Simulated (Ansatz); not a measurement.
Defect migration in wurtzite ZnO: interstitial Na, charge state +1. All values below come from PBE, PAW (plane waves to 420 eV; Ansatz, a quantum-chemistry and plane-wave program).

72-site cell at the relaxed PBE lattice, one k-point at (0.125, 0.250, 0.250), smearing 0.01 eV, spin-restricted, no finite-size correction. Static, classical nuclei. The charge state is imposed; whether it is stable for some Fermi level was not computed. Sites that were not tried may lie lower.

Barriers: single points on a 2×2×2 k-point mesh shifted by half a step along c at the bands' geometries.

A. a concerted move, in which Na travels most; the atom moves 2.50 Å along (0.40, 0.59, -0.34) of the unit cell; the moving atom starts with neighbours 3 O at 2.16, 2 O at 2.40, O at 2.41; 3 Zn at 2.38, 3 Zn at 2.66 Å and ends with O at 2.03, 2 O at 2.19, O at 2.33; Zn at 2.43, Zn at 2.63 Å; saddle order first order.
B. a concerted move, in which Na travels most; the atom moves 1.92 Å along (0.59, 0.40, 0.16) of the unit cell; the moving atom starts with neighbours 3 O at 2.16, 2 O at 2.40, O at 2.41; 3 Zn at 2.38, 3 Zn at 2.66 Å and ends with O at 2.03, 2 O at 2.19, O at 2.33; Zn at 2.43, Zn at 2.63 Å; saddle order first order.

Problem. Order them by forward barrier (lowest first) at the level PBE, PAW.

Solution. B (0.95 eV), A (1.04 eV)
